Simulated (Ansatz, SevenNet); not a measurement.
# AlCr₂C (P6₃/mmc, No. 194; start mp-9956): properties by level of theory

```tsv
level (code)	lattice constant a (Å)	c axis length (Å)
SevenNet-l3i5 (SevenNet)	2.846	12.681
PBEsol (Ansatz)	2.812	12.600
PBE-D3(BJ) (Ansatz)	2.812	12.590
PBE-D4 (Ansatz)	2.814	12.594
```

Caveats: the relaxation could not lower the start's symmetry, so the cell can be a saddle point above a distorted one (SevenNet-l3i5, PBEsol, PBE-D3(BJ), PBE-D4). Ansatz's density-functional and Hartree–Fock values are scalar-relativistic unless marked +SOC, with PAW data made under PBE.

The crystal itself was run without spin with PBEsol, PBE-D3(BJ), PBE-D4.

A start named mp-… is a Materials Project structure, which can be a computed phase never made.

Ansatz is a first-principles code.
